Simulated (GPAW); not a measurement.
# GPAW run on CuZn (Pm-3m, 2 atoms in the cell): self-consistent single point

Method: PBE, GPAW PAW datasets PBE (gpaw-data 1.0.1) (plane waves; GPAW).

The input file:

```python
from ase import Atoms
from ase.units import GPa
from gpaw import GPAW, PW

atoms = Atoms(['Zn', 'Cu'],
              cell=[[2.992775, 0.000000, 0.000000],
                    [0.000000, 2.992775, 0.000000],
                    [0.000000, 0.000000, 2.992775]],
              positions=[[1.496387, 1.496387, 1.496387],
                         [0.000000, 0.000000, 0.000000]],
              pbc=True)

calc = GPAW(mode=PW(850),
            xc='PBE',
            kpts=(7, 7, 7),
            occupations={'name': 'methfessel-paxton', 'width': 0.272, 'order': 0},
            nbands=-10,
            convergence={'forces': 0.001},
            symmetry={'symmorphic': False, 'tolerance': 0.0005},
            maxiter=120)

atoms.calc = calc

energy = atoms.get_potential_energy()
print('Energy (eV):', round(energy, 6))
forces = atoms.get_forces()
print('Forces (eV/Ang):')
print(forces.round(5))
stress = atoms.get_stress()
print('Stress (GPa, Voigt):', (stress / GPa).round(4))
```

Output, abridged:

```
Input parameters:
  convergence: {forces: 0.001}
  kpts: [7 7 7]
  maxiter: 120
  mode: {ecut: 850.0,
         name: pw}
  nbands: -10
  occupations: {name: methfessel-paxton,
                order: 0,
                width: 0.272}
  symmetry: {symmorphic: False,
             tolerance: 0.0005}
  xc: PBE

species:
  Zn:
    name: Zinc
    Z: 30.0
    valence: 12
    core: 18
    charge: 0.0
    file: Zn.PBE.gz

    # Using partial waves for Zn as LCAO basis

  Cu:
    name: Copper
    Z: 29.0
    valence: 11
    core: 18
    charge: 0.0
    file: Cu.PBE.gz

    # Using partial waves for Cu as LCAO basis

Reference energy: -93882.778494  # eV

Spin-paired calculation

Convergence criteria:
 Maximum [total energy] change in last 3 cyles: 0.0005 eV / valence electron
 Maximum integral of absolute [dens]ity change: 0.0001 electrons / valence electron
 Maximum integral of absolute [eigenst]ate change: 4e-08 eV^2 / valence electron
 Maximum change in the atomic [forces] across last 2 cycles: 0.001 eV/Ang OR
Maximum error relative to the maximum force is below inf
 Maximum number of scf [iter]ations: 120

Symmetries present (total): 48
Symmetries with fractional translations: 0
343 k-points: 7 x 7 x 7 Monkhorst-Pack grid
20 k-points in the irreducible part of the Brillouin zone
       k-points in crystal coordinates                weights
   0:     0.00000000    0.00000000    0.00000000          1/343
   1:     0.14285714    0.00000000    0.00000000          6/343
   2:     0.14285714    0.14285714    0.00000000         12/343
   [... 7 lines left out ...]
          ...
  19:     0.42857143    0.42857143    0.42857143          8/343

Wave functions: Plane wave expansion
  Cutoff energy: 850.000 eV
  Number of coefficients (min, max): 1478, 1516
  Pulay-stress correction: 0.000000 eV/Ang^3 (de/decut=0.000000)

Occupation numbers: Methfessel-Paxton:
  width: 0.2720  # eV
  order: 0

Eigensolver

Densities:
  Coarse grid: 21*21*21 grid
  Fine grid: 42*42*42 grid
  Total Charge: 0.000000

Density mixing:
  Method: separate
  Backend: pulay
  Linear mixing parameter: 0.05
  old densities: 5
  Damping of long wavelength oscillations: 50

Hamiltonian:
  XC and Coulomb potentials evaluated on a 42*42*42 grid
  External potential:
    NoExternalPotential

XC parameters: PBE with 2 nearest neighbor stencil

Number of atoms: 2
Number of atomic orbitals: 18
Number of bands in calculation: 21
Number of valence electrons: 23
Bands to converge: occupied

Density initialized from atomic densities
  18 bands from LCAO basis set
  3 bands from random numbers

Atomic positions and initial magnetic moments

Positions:
   0 Zn     1.496387    1.496387    1.496387    ( 0.0000,  0.0000,  0.0000)
   1 Cu     0.000000    0.000000    0.000000    ( 0.0000,  0.0000,  0.0000)

Unit cell:
           periodic     x           y           z      points  spacing
  1. axis:    yes    2.992775    0.000000    0.000000    21     0.1425
  2. axis:    yes    0.000000    2.992775    0.000000    21     0.1425
  3. axis:    yes    0.000000    0.000000    2.992775    21     0.1425

  Lengths:   2.992775   2.992775   2.992775
  Angles:   90.000000  90.000000  90.000000

Effective grid spacing dv^(1/3) = 0.1425

     iter     time        total  log10-change:
                         energy   eigst   dens  force
iter:   1 --:--:--    -6.121120
iter:   2 --:--:--    -5.673292   -1.29  -1.30
iter:   3 --:--:--    -5.187958   -1.39  -1.38
iter:   4 --:--:--    -5.168020   -2.64  -1.70
iter:   5 --:--:--    -5.259141   -1.61  -1.80
iter:   6 --:--:--    -5.159070   -2.91  -2.61
iter:   7 --:--:--    -5.109953   -2.45  -2.71
iter:   8 --:--:--    -5.110755   -4.25  -3.14
iter:   9 --:--:--    -5.114017c  -3.25  -3.27
iter:  10 --:--:--    -5.110333c  -3.31  -2.95
iter:  11 --:--:--    -5.109738c  -4.70  -3.65
iter:  12 --:--:--    -5.109751c  -6.06  -3.81
iter:  13 --:--:--    -5.109743c  -6.89  -4.15c
iter:  14 --:--:--    -5.109744c  -7.91c -4.16c
iter:  15 --:--:--    -5.109740c  -7.07  -4.16c
iter:  16 --:--:--    -5.109740c  -7.69c -4.21c -20.74c

Converged after 16 iterations.

Dipole moment: (-0.000002, -0.000002, -0.000002) |e|*Ang

Energy contributions relative to reference atoms: (reference = -93882.778494)

Kinetic:        -15.417347
Potential:      +14.058595
External:        +0.000000
XC:              -3.790853
Entropy (-ST):   -0.015068
Local:           +0.047400
SIC:             +0.000000
--------------------------
Free energy:     -5.117274
Extrapolated:    -5.109740

Showing only first 2 kpts
 Kpt  Band  Eigenvalues  Occupancy
  0     9      4.67180    2.00000
  0    10      4.67180    2.00000
  0    11     13.35820    0.00000
  0    12     13.35820    0.00000

  1     9      4.56662    2.00000
  1    10      4.66040    2.00000
  1    11     10.79970    0.00000
  1    12     13.88610    0.00000

Fermi level: 7.43601

No gap
No difference between direct/indirect transitions
Energy (eV): -5.10974

Forces in eV/Ang:
  0 Zn   -0.00000   -0.00000   -0.00000
  1 Cu   -0.00000   -0.00000    0.00000

Stress tensor:
     0.020018    -0.000000     0.000000
    -0.000000     0.020018     0.000000
     0.000000     0.000000     0.020018
Stress (GPa, Voigt): [ 3.2072  3.2072  3.2072  0.      0.     -0.    ]
```

The run converged in 16 iterations. GPAW prints stress with tension positive.

The starting cell has typed, rounded lattice constants, without a prior relaxation at this level. Its lattice was rescaled by a random factor within 2.5 % of one. Spin polarisation is off. With a pressure of about -3 GPa the cell is away from its equilibrium volume at this level.
